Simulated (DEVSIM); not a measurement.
Schottky contact on n-type Si

Device: Schottky contact on n-type Si, at 250 K.

```tsv
layer (left to right)	material	thickness (μm)	Nd (cm⁻³)	τn (s)	τp (s)
1	Si	1.60	5.2e15	2.4e-7	2.4e-7
```

Left contact: Schottky, work function 4.9 eV, emission velocity 1.8e6 cm/s. Right contact: ohmic. Voltage is applied to the left contact. Recombination: SRH at mid-gap, Auger. Mobility is μmin + (μ − μmin)/(1 + (N/Nref)^α).

The device is made up for the run: typed textbook-type constants, with dimensions and the other settings drawn at random. Values at 300 K; Nc and Nv go as T^1.5, mobilities as T to minus their exponent, the gap by Varshni's rule with the affinity fixed.

```
parameter               Si
----------------  --------
gap (eV)             1.124
affinity (eV)         4.05
permittivity          11.7
Nc (cm⁻³)          2.86e19
Nv (cm⁻³)           3.1e19
μn (cm²/Vs)           1417
μp (cm²/Vs)            470
μn,min                  52
μp,min                  45
Nref,n              9.7e16
Nref,p              2.2e17
αn                    0.68
αp                    0.72
T exponent of μn       2.3
T exponent of μp       2.2
Cn (cm⁶/s)         2.8e-31
Cp (cm⁶/s)         9.9e-32
Varshni α (eV/K)  0.000473
Varshni β (K)          636
```

Model (solved in DEVSIM): 1D drift-diffusion, Boltzmann statistics, complete ionisation; no tunnelling, impact ionisation, image-force lowering or self-heating. Metal contacts follow the ideal Schottky-Mott rule: no Fermi-level pinning, no interface dipoles.

```yaml
potential_step_across_the_device_at_zero_bias: 0.670 V
largest_field_in_the_device_at_zero_bias: 32000 V/cm
Dark forward voltage at 1 A/cm²: 0.514 V
Dark forward voltage at 100 A/cm²: 0.628 V
```

Dark reverse current:

| V (V) | J (A/cm²) |
|---|---|
| -0.20 | -2.7e-10 |
| -0.50 | -5.1e-10 |
| -1.00 | -8.2e-10 |
| -1.50 | -1.1e-9 |
| -2.00 | -1.3e-9 |
| -3.00 | -1.7e-9 |
| -4.00 | -2.0e-9 |
| -5.00 | -2.3e-9 |
| -6.50 | -2.8e-9 |
| -8.00 | -3.1e-9 |
| -10.00 | -3.5e-9 |

Small-signal capacitance in reverse bias (quasi-static):

```json
[
 {"V (V)": "-0.2", "C (nF/cm²)": "22.5"},
 {"V (V)": "-0.5", "C (nF/cm²)": "19.4"},
 {"V (V)": "-1", "C (nF/cm²)": "16.2"},
 {"V (V)": "-1.5", "C (nF/cm²)": "14.2"},
 {"V (V)": "-2", "C (nF/cm²)": "12.8"},
 {"V (V)": "-3", "C (nF/cm²)": "10.9"},
 {"V (V)": "-4", "C (nF/cm²)": "9.63"},
 {"V (V)": "-5", "C (nF/cm²)": "8.74"},
 {"V (V)": "-6.5", "C (nF/cm²)": "7.77"},
 {"V (V)": "-8", "C (nF/cm²)": "7.07"},
 {"V (V)": "-10", "C (nF/cm²)": "6.54"}
]
```
